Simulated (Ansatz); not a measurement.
BeS under load (space group I-4m2), r2SCAN with spin-orbit coupling, rigid bands (Ansatz, a quantum-chemistry and plane-wave program). Condition of this run: uniaxial stress zz = 1 GPa (compression positive) (the target of the relaxation). Band gap 3.48 eV, N_c = 7.06e18 cm⁻³ and N_v = 2.46e19 cm⁻³ at 300 K, conductivity masses along z (a = (0.00, 2.44, 2.42) Å; b = (2.44, 0.00, 2.42) Å; c = (2.44, 2.44, 0.00) Å) of 0.691 mₑ (electrons) and 0.763 mₑ (holes). Take k_BT = 0.02585 eV.

What thermal injection velocity √(2k_BT/πm) limits a ballistic channel along the direction named?

6.47e6 cm/s for electrons and 6.16e6 cm/s for holes, a ratio of √(m_h/m_e) = 1.05, for dilute carriers.

Find the intrinsic carrier density and the intrinsic Fermi level.

n_i = √(N_c N_v) exp(−E_g/2k_BT) = 1.32e19 × exp(−67.31) = 7.7e-11 cm⁻³. The level lies (k_BT/2) ln(N_v/N_c) = 16 meV from mid-gap (positive towards the conduction band). Each 0.1 eV added to the gap lowers n_i by a factor of 6.9.

A film of it is 8 nm thick, with its normal along the direction named. Estimate the confinement energies in an infinite well.

ħ²π²/(2m t²) = 0.376 eV·nm²/(m/mₑ × t²) gives 8.50 meV for electrons and 7.70 meV for holes, so the gap would widen to about 3.50 eV. Finite barriers and nonparabolic bands lower this, and with several valleys or bands the heaviest mass along the normal sets the lowest level, not this average.

Rigid bands with the computed gap; masses take one relaxation time for all states.
